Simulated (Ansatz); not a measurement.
Ansatz (an electronic-structure program) run on TlBr (Fm-3m, 2 atoms in the cell): self-consistent single point.

Computed with LDA (PW92), default PAW files made with PBE (plane waves; Ansatz).

```yaml
crystal:
  lattice:
    - [0.00000, 3.34204, 3.34204]
    - [3.34204, 0.00000, 3.34204]
    - [3.34204, 3.34204, 0.00000]
  atoms:
    - { symbol: Tl, position: [0.00000, 0.00000, 0.00000] }
    - { symbol: Br, position: [0.50000, 0.50000, 0.50000] }
```

Reference input (self-consistent single point, DFT, LDA (PW92), plane waves, default PAW files made with PBE): kpoints.mp_grid.grid = 6 6 6; hamiltonian.xc = lda; hamiltonian.pseudopotentials = {kind: paw} (the program's default PAW files); scf.occupations.method = fixed. This run's input differs from it in these lines:

Ansatz 0.2 input:
```diff
@@ -11,3 +11,3 @@
   mp_grid:
-    grid: [6, 6, 6]
+    grid: [4, 4, 4]
 hamiltonian:
```

Output (repeated stretches shortened):

```
SCF iter   1: F=—  HF=-13841.821794 eV  |F-HF|=—  |Δ(HF+E_count)|=         —  Δρ=3.92e-3  dr2=9.98e-3  ethr=1.77e-3  ⟨swp⟩=5.0  Hψ=516  notcnv=0  defer=8
all-band conjugate gradients solve this SCF's bands
preconditioner: auto → none
SCF iter   2: F=—  HF=-13841.816136 eV  |F-HF|=—  |Δ(HF+E_count)|=   5.66e-3  Δρ=1.50e-3  dr2=1.68e-3  ethr=4.99e-5  ⟨swp⟩=2.1  Hψ=270  notcnv=0  defer=11
SCF iter   3: F=—  HF=-13841.815784 eV  |F-HF|=—  |Δ(HF+E_count)|=   3.52e-4  Δρ=6.57e-4  dr2=4.42e-4  ethr=8.41e-6  ⟨swp⟩=2.2  Hψ=159  notcnv=0  defer=11
SCF iter   4: F=—  HF=-13841.815627 eV  |F-HF|=—  |Δ(HF+E_count)|=   1.56e-4  Δρ=1.41e-4  dr2=9.85e-6  ethr=2.21e-6  ⟨swp⟩=2.8  Hψ=193  notcnv=0  defer=10
SCF iter   5: F=—  HF=-13841.815625 eV  |F-HF|=—  |Δ(HF+E_count)|=   2.61e-6  Δρ=1.97e-5  dr2=4.64e-7  ethr=4.92e-8  ⟨swp⟩=2.1  Hψ=193  notcnv=0  defer=3
SCF iter   6: F=—  HF=-13841.815625 eV  |F-HF|=—  |Δ(HF+E_count)|=   5.74e-8  Δρ=1.36e-5  dr2=2.80e-7  ethr=5.00e-10  ⟨swp⟩=7.9  Hψ=671  notcnv=0
SCF iter   7: F=-13841.815625 eV  HF=-13841.815625 eV  |F-HF|=3.73e-8  |Δ(HF+E_count)|=   7.99e-8  Δρ=5.55e-6  dr2=4.68e-8  ethr=5.00e-10  ⟨swp⟩=3.4  Hψ=429  notcnv=0
SCF 1 converged in 7 iterations: F = -13841.815625 eV  dr2 = 4.68e-8
Free energy (F): -13841.815625 eV
Internal energy: -13841.815625 eV  (E = F + TS)
E sigma→0 (E₀):  -13841.815625 eV
Fermi energy:    3.301123 eV
--- Forces (eV/Å), atoms counted from 1 ---
  atom   1  Tl    -0.00000000     0.00000000     0.00000000
  atom   2  Br     0.00000000    -0.00000000     0.00000000
--- Stress (GPa, compression-positive) ---
       -2.301382      -0.000000       0.000000
       -0.000000      -2.301382       0.000000
       -0.000000      -0.000000      -2.301382
  P = ⅓ Tr σ = -2.3014 GPa (-23.014 kbar)
  The stress holds the Pulay correction. Without it, at fixed plane waves, as pw.x and ABINIT print it: P = -2.3237 GPa
```

The run converged in 7 iterations. Against the reference run the free energy rises by 1.7 meV/atom, the pressure hardly changes (-2.35 to -2.30 GPa) and the gap on the mesh hardly changes (1.952 to 1.951 eV).

The starting cell comes from a database of computed structures (which also holds hypothetical and non-ambient phases and stackings), without a prior relaxation at this level. Spin-orbit coupling is off. Ansatz's pressure includes its estimate of the finite-basis (Pulay) stress.
